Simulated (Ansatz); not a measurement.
Density of states of monolayer SnSe above the conduction band minimum, PBE, rigid bands run with Ansatz (a program for electronic structure); cell area 18.85 Å².

```csv
energy from edge (eV),10⁻³ states/eV/cell
0.006,189
0.031,439
0.056,468
0.081,494
0.106,521
0.131,567
0.156,593
0.181,627
0.206,701
0.231,747
0.256,813
0.281,896
0.319,1070
0.344,1210
0.369,1340
0.394,1480
0.419,1640
0.444,1780
0.469,1980
0.494,2190
0.519,2520
0.544,3630
0.569,2740
0.594,4630
```

### Question
What effective density of states at 300 K does this give (∫ g(E) exp(−E/k_BT) dE, both spins, divided by the cell's size)?

### Answer
4.2e12 cm⁻².

Spin-orbit coupling is left out. Geometry: cell and atoms relaxed with PBE.
